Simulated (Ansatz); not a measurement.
BP (Imm2), r2SCAN with spin-orbit coupling, rigid bands in Ansatz (a program for electronic structure): Condition of this run: uniaxial stress along [110] of -4 GPa (compression positive) (the target of the relaxation). band gap 1.27 eV, N_c = 1.45e19 cm⁻³ and N_v = 9.56e18 cm⁻³ at 300 K, conductivity masses along z (a = (0.01, 2.27, 2.25) Å; b = (2.27, 0.01, 2.25) Å; c = (2.28, 2.28, 0.00) Å) of 1.49 mₑ (electrons) and 0.418 mₑ (holes). Take k_BT = 0.02585 eV.

**Question.** A film of it is 2 nm thick, with its normal along the direction named. Estimate the confinement energies in an infinite well.

**Answer.** ħ²π²/(2m t²) = 0.376 eV·nm²/(m/mₑ × t²) gives 63.1 meV for electrons and 225 meV for holes, so the gap would widen to about 1.56 eV. Finite barriers and nonparabolic bands lower this, and with several valleys or bands the heaviest mass along the normal sets the lowest level, not this average.

**Question.** What built-in voltage has an abrupt junction with N_A = 1e16 and N_D = 1e18 cm⁻³, all dopants ionised?

**Answer.** V_bi = E_g/e − (k_BT/e) ln(N_c N_v/(N_A N_D)) = 1.27 − 0.02585 × 9.54 = 1.02 V. It follows the computed gap one for one.

**Question.** Find the intrinsic carrier density and the intrinsic Fermi level.

**Answer.** n_i = √(N_c N_v) exp(−E_g/2k_BT) = 1.18e19 × exp(−24.56) = 2.5e8 cm⁻³. The level lies (k_BT/2) ln(N_v/N_c) = -5 meV from mid-gap (positive towards the conduction band). Each 0.1 eV added to the gap lowers n_i by a factor of 6.9.

Rigid, parabolic bands with the computed gap; masses take one relaxation time for all states. Geometry: cell and atoms relaxed with PBEsol.
